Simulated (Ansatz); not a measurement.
AlN (P6_3mc) under hydrostatic pressure: band gap by PBEsol with spin-orbit coupling, rigid bands (plane waves, PAW; Ansatz, an electronic-structure program). The unloaded cell, whose axes the loads refer to:

Space group P6₃mc (No. 186); a = b = 3.1138 Å, c = 4.9837 Å, α = β = 90.00°, γ = 120.00°

```json
[
 {"atom": "Al", "site": "2b", "symmetry": "3m.", "x": "0.6667", "y": "0.3333", "z": "0.4990"},
 {"atom": "N", "site": "2b", "symmetry": "3m.", "x": "0.3333", "y": "0.6667", "z": "0.3810"}
]
```

```json
[
 {"hydrostatic pressure (GPa)": "-2", "volume per atom (Å³)": "10.57", "band gap (eV)": "4.01"},
 {"hydrostatic pressure (GPa)": "0", "volume per atom (Å³)": "10.46", "band gap (eV)": "?"},
 {"hydrostatic pressure (GPa)": "2", "volume per atom (Å³)": "10.36", "band gap (eV)": "4.17"},
 {"hydrostatic pressure (GPa)": "5", "volume per atom (Å³)": "10.21", "band gap (eV)": "4.29"},
 {"hydrostatic pressure (GPa)": "10", "volume per atom (Å³)": "9.99", "band gap (eV)": "4.47"}
]
```

Question: Fit a straight line to band gap against the load over the rows given, and predict the row at 0 GPa.

Answer: The means are x̄ = 3.750 GPa and ȳ = 4.2350; Σ(x − x̄)(y − ȳ) = 2.945 and Σ(x − x̄)² = 76.75, so the slope is 38.4 meV per GPa, and the rows given lie within 7.0 meV of the line. At 0 GPa the line gives 4.09 eV; the calculation gives 4.10 eV, 0.22 % from it.

Question: With all rows, what volume deformation potential dE_g/d ln V follows?

Answer: A line through E_g against ln V has the slope -8.2 eV, so the gap opens under compression.

 Stresses and pressures are the targets of the relaxation. Gaps are resolved to about 0.01 eV. The structure type is held at every load. Geometry: cell and atoms relaxed with PBEsol.
